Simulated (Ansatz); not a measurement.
Functionals compared on a constructed model of the (0001) surface of 4H silicon carbide, Si-terminated, (√3x√3)R30° C adatom at T4 (bottom of the slab: 3 H on 3 bottom sites), in Ansatz (plane waves, PAW). The structure was relaxed with PBE; the other rows are single points on it. Cutoff 420 eV (500 eV for r2SCAN).

Slab: 28 atoms, 10.4 Å thick at the start with caps and adatoms (thin: gaps and levels are the slab's own); k 6x6x1, smearing 0.025 eV, dipole-corrected; 6 atoms held, the rest relaxed; symmetry of the start imposed; spin-polarised, ending with about 0.7 μB a cell, a value that depends on the mesh; orders that need a larger cell were not tried, no spin-orbit, no U. The slab shows no gap on its mesh. In PBE it lies 0.04 eV a 1x1 cell over the lowest computed structure of the same composition ((√3x√3)R30° C adatom at H3). These notes are the PBE run's. r2SCAN: The program's check for a lower electronic state was not made.

```csv
functional,work function of the top face (eV),rough cost of the single point
PBE,3.31,–
r2SCAN,3.47,very roughly 8 core-minutes
```

Ansatz is a first-principles code.
